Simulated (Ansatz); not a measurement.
Take GaN in the wurtzite structure (space group P6_3mc, No. 186) as the base.

```
CELL_PARAMETERS angstrom
      3.18330     0.00000     0.00000
     -1.59165     2.75682     0.00000
      0.00000     0.00000     5.18388
ATOMIC_POSITIONS crystal
  Ga 0.66667 0.33333 0.00099
  Ga 0.33333 0.66667 0.50099
  N  0.66667 0.33333 0.62421
  N  0.33333 0.66667 0.12421
```

Cartesian axes are those of the cell as printed.

Calculations: Ansatz (a program for electronic structure) r2SCAN, spin-orbit coupling left out, earlier PAW set.

For the base:

- Pressure: 0.00 GPa
- Band gap: 2.35 eV

Perturbation: compressive biaxial strain of 3.37 % in the plane normal to [001], as in epitaxy on a mismatched substrate; the out-of-plane cell vector and the atoms relax.

Task: Predict the new pressure, out-of-plane strain and band gap.

Result: The pressure (mean of the normal stresses, compression positive) goes from zero to 11.40 GPa; the out-of-plane strain is +1.62 %; the band gap increases by 0.08 eV to 2.43 eV.

Stability against distortions was not tested.
